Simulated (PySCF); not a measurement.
PySCF 2.14.0, HF/def2-svpd, df: In(Cl)2(OEt) (CC[O][In]([Cl])[Cl]), 11 atoms. The geometry is a generated start, not checked to be a minimum at this level.

| Quantity | Value |
|---|---|
| task | energy |
| method | hf |
| basis | def2-svpd |
| two-electron scheme | density fitting |
| mol.max_memory | 3000 MB |
| mf.max_cycle | 100 |
| mf.init_guess | minao (default) |
| mf.DIIS | CDIIS (default) |
| mf.diis_space | 8 (default) |
| mf.conv_tol | 1e-09 (default) |
| effective core potentials | those of the basis set, past Kr |
| basis functions | 189 |

```xyz
11

In     1.0966    -0.3027     1.7684
Cl     1.4562    -1.8588     3.4115
Cl     2.6011     1.3413     1.1491
O     -0.7517    -0.2010     0.9763
C     -0.9562     0.4744    -0.2310
C     -0.3255    -0.2380    -1.4212
H     -2.0465     0.5140    -0.3572
H     -0.5830     1.5091    -0.1800
H     -0.7152    -1.2514    -1.5026
H     -0.5352     0.3043    -2.3406
H      0.7594    -0.2913    -1.2727
```

One run each on 2 threads, 1 BLAS thread. Values of level_shift (Hartree) tried: 0 (default), 0.1, 0.3, 1.

**Question.** Predict the course of the Fock builds along this series.

**Answer.** Fewest Fock builds, within one of each other: 0 (default) with 14, 0.1 with 15. The count rises to 30 at 1. All converge to one solution.

```tsv
level_shift (Hartree)	Fock builds	end
0 (default)	14	same solution
0.1	15	same solution
0.3	17	same solution
1	30	same solution
```
